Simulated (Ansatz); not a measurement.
## fcc Al (1 1 0) on alpha cristobalite (1 0 0) (film strained to the substrate, faces as cut)

A periodic stack without vacuum, fcc Al (1 1 0) on alpha cristobalite (1 0 0) (film strained to the substrate, faces as cut): substrate slab Si12O22, film Al24, surface cells [[0, 1], [-1, 0]] and [[-1, 2], [-1, -1]], film strained by +1.4 and +2.7 %, faces OSi/OSi and Al/Al as cut (like faces can put a slab off its formula).

The start was prepared with a machine-learned potential, and the result is one local minimum, with the in-plane cell held and forces under 0.04 eV/Å; the film can end far from its bulk form.

Calculation: PBE (plane waves to 420 eV, PAW; Ansatz, a quantum-chemistry and plane-wave program). Scalar-relativistic, without spin–orbit coupling; the runs are not spin-polarised; PBE gaps are too small against experiment. Its k-point mesh 4×5×1, Fermi–Dirac width 0.05 eV.

The interface area is 36.1 Å² and the period is 27.13 Å. The gaps between the outermost planes at the two interfaces is 1.62 and 2.41 Å and the Al–Si contacts across the interfaces within 1.22 times the sum of covalent radii comes out as 4, mean 2.50 Å. The Al–O contacts across the interfaces within 1.22 times the sum of covalent radii is 1, mean 1.92 Å.

```xyz
58
Lattice="7.0983 0.0003 0.0819 0.0000 5.0830 -0.0184 -2.6450 -0.5230 27.1061" Properties=species:S:1:pos:R:3 pbc="T T T"
Si     5.6931     3.9837     3.8282
Si     2.1663     0.9715     1.3283
Si     3.9711     1.4331     3.7743
Si     0.4713     3.4195     1.3234
O      6.2871     3.8846     2.3151
O      4.4258     2.9783     3.9683
O      3.5273     1.1771     2.2270
O      5.2015     0.4260     4.1428
O      1.6942     4.4999     1.5619
O      6.8127     3.5648     4.9221
O      0.9880     1.9686     1.9218
O      2.7170     1.1940     4.7757
Si     5.6337     4.0152     8.8929
Si     2.1454     0.8968     6.2598
Si     3.9118     1.4913     8.8241
Si     0.4240     3.4440     6.2882
O     -0.5598     3.9336     7.4790
O      4.3567     3.0435     8.6963
O      3.2854     1.0746     7.3978
O      5.1485     0.4726     9.1599
O      1.7173     4.4184     6.3141
O      6.4267     3.4550    10.1974
O      0.8888     1.9014     6.5534
O      2.8367     1.4772    10.0396
Si     5.7799     3.7103    14.1475
Si     2.0784     1.0231    11.3858
Si     3.7017     1.3045    14.0788
Si     0.2867     3.5836    11.4070
O     -0.5393     4.1545    12.6972
O      4.7265     2.5323    13.7062
O      3.0899     0.8107    12.6476
O      4.7594    -0.0078    14.5936
O      1.4478     4.6503    11.0597
O      0.9396     2.1315    11.7718
Al    -0.0068     0.8118    17.4618
Al     2.2970     4.2227    17.4405
Al     4.6398     2.5439    17.6131
Al    -0.0609     3.3278    16.2082
Al     2.3516     1.6906    16.1799
Al     4.7013     0.0024    16.5092
Al     4.6263     2.5634    20.4336
Al    -0.1005     0.8508    20.3633
Al     2.2344     4.2434    20.3523
Al     4.6267     0.0110    19.1990
Al    -0.0895     3.3809    19.0081
Al     2.2759     1.7031    19.0310
Al     2.2114     4.2731    23.1377
Al    -2.5196     2.6126    23.1744
Al    -0.1447     0.8636    23.1929
Al     2.2253     1.7295    21.8621
Al    -2.4941     0.0437    21.8662
Al    -0.1420     3.4038    21.8601
Al    -0.1238     0.8481    26.0019
Al     2.1779     4.3052    25.8256
Al    -2.6303     2.7113    25.9912
Al    -0.2028     3.3974    24.7056
Al     2.1939     1.7589    24.7198
Al    -2.5215     0.1277    24.7170
```
